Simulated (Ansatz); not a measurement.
We consider cubic perovskite KNiF3, described by PBE0 (PAW; Ansatz, a first-principles code).

Input file:

Ansatz 0.2 input:
```yaml
crystal:
  lattice:
    - [3.9650035232, 0.0, 0.0]
    - [0.0, 3.9650035232, 0.0]
    - [0.0, 0.0, 3.9650035232]
  atoms:
    - { symbol: K, position: [0.0, 0.0, 0.0], spin: 0.0 }
    - { symbol: Ni, position: [0.5, 0.5, 0.5], spin: 2.0 }
    - { symbol: F, position: [0.5, 0.0, 0.5], spin: 0.0 }
    - { symbol: F, position: [0.0, 0.5, 0.5], spin: 0.0 }
    - { symbol: F, position: [0.5, 0.5, 0.0], spin: 0.0 }
basis:
  ecutwfc: 460
  ecutrho_ratio: 4
  xc_grid: 2
kpoints:
  mp_grid: { grid: [6, 6, 6] }
hamiltonian:
  xc: pbe0
  dispersion: none
  pseudopotentials: { kind: paw }
scf:
  occupations: { method: fermi_dirac, width: 0.01 }
  convergence: { dr2_threshold: 0.0000000005 }
output:
  forces: true
  stress: true
  eigenvalues: true
magnetization:
  spin_polarized: true
```

Q: How many irreducible k-points, plane waves at Γ does the program set up, and what pressure does the run end with?

A: 20 irreducible k-points, 1365 plane waves at Γ; P = 4.89 GPa, so the cell is compressed on average and its volume would grow at this level.

Output (set-up and result lines):

```
WARN output.stress: scf.exx.energy_threshold = 1e-6 eV is looser than the 5e-8 eV advised for a stress under a hybrid functional (1e-8 eV for each atom of the …
Crystal: 5 atoms, lattice volume = 62.335 Å³
Basis set: ecut = 460 eV, 1365 PW (Γ), exchange–correlation on 60×60×60 points (8 copies of the dense FFT grid, shifted against one another)
Bands: 30, of which v1, the nominal top of the filled ones, is band 24 counted from 1 (23 counted from 0)
Symmetry: 48 space group operations
Space group: Pm-3m (ITA 221), of the structure as read, at distance tolerance 4.0e-5 Å
k-points: 20 of 216
Initial density: superposition of atomic densities (chi_scale 0.1, normalization cell, long waves kept (reshape's long-wave potential 0.00 eV rms))
Functional: x = pbe(κ = 0.804, μ = 0.2195149727645171), c = pbe(β = 0.06672455060314922), warm-up for x = 0.75 pbe(κ = 0.804, μ = 0.2195149727645171) + 0.25 exact, c = pbe(β = 0.06672455060314922)
spin=Collinear: Kerker preconditioning applied to the charge; magnetization (m = ρ↑ − ρ↓) channel mixes plain (no charge-response kernel on spin).
Crystal: 5 atoms, lattice volume = 62.335 Å³
Initial density: handed on by an earlier stage of this run
Functional: x = 0.75 pbe(κ = 0.804, μ = 0.2195149727645171) + 0.25 exact, c = pbe(β = 0.06672455060314922)
Crystal: 5 atoms, lattice volume = 62.335 Å³
SCF 3 converged in 8 iterations: F = -9806.183343 eV  dr2 = 4.65e-11
Crystal: 5 atoms, lattice volume = 62.335 Å³
SCF 4 converged in 4 iterations: F = -9806.183342 eV  dr2 = 3.91e-11
Magnetization: 2.0000 μB (25.0000 up, 23.0000 down)
Free energy (F): -9806.183342 eV
Internal energy: -9806.183342 eV  (E = F + TS)
E sigma→0 (E₀):  -9806.183342 eV
Fermi energy:    7.494235 eV
--- Forces (eV/Å), atoms counted from 1 ---
  atom   1  K     -0.00000000     0.00000000     0.00000000
  atom   2  Ni     0.00000000    -0.00000000     0.00000000
  atom   3  F      0.00000000    -0.00000000     0.00000000
  atom   4  F      0.00000000     0.00000000     0.00000000
  atom   5  F      0.00000000     0.00000000     0.00000000
--- Stress (GPa, compression-positive) ---
        4.886136       0.000000       0.000000
        0.000000       4.886136       0.000000
        0.000000       0.000000       4.886136
  P = ⅓ Tr σ = 4.8861 GPa (48.861 kbar)
```

The cell is one volume of an energy–volume scan, off the minimum.

The PAW data were made under PBE.

The run is spin-polarised with parallel starting moments, which need not be the measured order.

Note: the magnetic order was assumed, not searched for or taken from measurement.
